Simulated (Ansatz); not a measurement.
Seebeck coefficient (μV/K, mean over directions) of n-type KMgF3 (Pm-3m) against carrier density, PBEsol, rigid bands (Ansatz, a program for electronic structure). Computed gap 7.12 eV; densities at which minority carriers matter at this gap, or further valleys turn the trend, are left out. Conductivity mass 0.52 mₑ (harmonic mean over directions), N_c = 9.6e18 cm⁻³ at 300 K.

```csv
electron density,300 K,500 K
1e16 cm⁻³,-804,-870
1e17 cm⁻³,-605,-672
1e18 cm⁻³,[?],-474
3e18 cm⁻³,-315,-380
1e19 cm⁻³,-217,[?]
3e19 cm⁻³,-136,-191
1e20 cm⁻³,-70,-110
3e20 cm⁻³,[?],-58
1e21 cm⁻³,-16,-27
```

**Question.** Some entries are withheld; supply them.

**Answer.** 
- 1e18 cm⁻³, 300 K: -408
- 1e19 cm⁻³, 500 K: -279
- 3e20 cm⁻³, 300 K: -35

Rigid bands with a gap fixed in temperature, one relaxation time for all states, no polarons or phonon drag, and whether or not such doping can be reached. Spin-orbit coupling is left out.

Formula and space group known from diffraction (Crystallography Open Database), not checked to be the room-temperature form: KMgF3 (Pm-3m).
